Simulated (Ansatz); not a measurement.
O on the 1x1 (0001) surface of hcp Co, ferromagnetic, one in a 2x1 cell, energies for each (10.8 Å²). Energies are against ½ O2(g), without zero-point or thermal terms; each row is named by its start.

Computed with PBE (plane waves to 420 eV, PAW; Ansatz, a first-principles code).

### Question
Which site binds most strongly?
A. hollow Co-Co-Co over Co at depth 2.0 Å
B. hollow Co-Co-Co

### Answer
A, hollow Co-Co-Co over Co at depth 2.0 Å. Adsorption energies: hollow Co-Co-Co over Co at depth 2.0 Å -2.21 eV; hollow Co-Co-Co -2.10 eV.
